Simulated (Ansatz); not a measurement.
BaZrO3 in the cubic perovskite structure (space group Pm-3m, No. 221)

```cif
data_BaO3Zr
_chemical_formula_sum 'Ba1 Zr1 O3'
_space_group_name_H-M_alt 'P 1'
_space_group_IT_number 1
_cell_length_a 4.22714
_cell_length_b 4.22714
_cell_length_c 4.22714
_cell_angle_alpha 90.000
_cell_angle_beta 90.000
_cell_angle_gamma 90.000
loop_
_space_group_symop_operation_xyz
  'x, y, z'
loop_
_atom_site_label
_atom_site_type_symbol
_atom_site_fract_x
_atom_site_fract_y
_atom_site_fract_z
_atom_site_occupancy
Ba1 Ba 0.00000 0.00000 0.00000 1
Zr1 Zr 0.50000 0.50000 0.50000 1
O1 O 0.00000 0.50000 0.50000 1
O2 O 0.50000 0.50000 0.00000 1
O3 O 0.50000 0.00000 0.50000 1
```

All numbers come from PBE/PAW in Ansatz (a quantum-chemistry and plane-wave program), no SOC, earlier PAW set. k-mesh 8×8×8 (Γ-centred); smearing 0.05 eV (Fermi–Dirac).

| Quantity | Result |
|---|---|
| Volume per atom | 15.11 Å³ |
| Density | 6.08 g/cm³ |
| Band gap | 3.19 eV, indirect, R → Γ |
| Electron mass (degenerate bands, along [100]) | 0.36, 0.36, 2.8 mₑ |
| Lowest conduction-band minima above the VBM | Γ 3.19 eV |
| Total energy | -2368.979 eV/atom (σ→0; compares only within this code and set-up) |

Effective masses come from finite differences of ±0.01 Å⁻¹. Stability against distortions was not tested.
